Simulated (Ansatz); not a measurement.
## Amorphous Cu₂₄Ta₂₄

The cell was made by melting and quenching with the CHGNet potential and then relaxed with DFT. The hot cell started wider than the set density and was brought back towards it in steps. It is the lowest in DFT energy of 3 quenches. It is a model cell: composition and starting density were chosen by hand, and all elements were melted together. No dispersion term was used.

The numbers are results of PBE, scalar-relativistic without spin-orbit coupling (plane waves to 420 eV, PAW; Ansatz, a first-principles code), not measurements. Geometry, pressure, stress and energy are those of the PBE run. Its sampling: a 2×2×2 Γ-centred mesh; Fermi-Dirac width 0.1 eV; no spin polarisation.

```json
{
  "number_of_atoms_in_the_cell": "48",
  "Density (volume relaxed, without dispersion)": "13.18 g/cm³",
  "volume_per_atom": "15.41 Å³",
  "Pressure on a 2×2×2 Γ-centred mesh": "0.07 GPa",
  "Largest force and stress component on that mesh (the relaxation ran on one k-point at (1/4, 1/4, 1/4))": "0.37 eV/Å and 0.4 GPa",
  "Gap on a 2×2×2 Γ-centred mesh (PBE)": "within the smearing (under twice its width)"
}
```

Bonds are counted up to Cu-Cu 3.06 Å, Cu-Ta 3.58 Å, Ta-Ta 3.34 Å.

| Property | Result |
|---|---|
| Mean coordination of Cu | 11.54 (2 with 10, 8 with 11, 13 with 12, 1 with 13) |
| Mean coordination of Ta | 13.12 (1 with 11, 8 with 12, 7 with 13, 4 with 14, 3 with 15, 1 with 16) |
| Mean Ta-Ta bond | 2.946 Å (spread 0.129 Å, 86 counted) |
| Mean Cu-Ta bond | 2.882 Å (spread 0.222 Å, 143 counted) |

Its density started from a set value of 13.27 g/cm³. The quench (nominally 230 K/ps over its main leg) was far faster than any real one, so the model tends to hold more defects than a real film. One small periodic cell is one sample of the glass; other quenches scatter about these values. Volume and shape were free in the relaxation. On a 2×2×2 Γ-centred mesh force components of up to 0.37 eV/Å stay, since the relaxation ran on one k-point at (1/4, 1/4, 1/4).
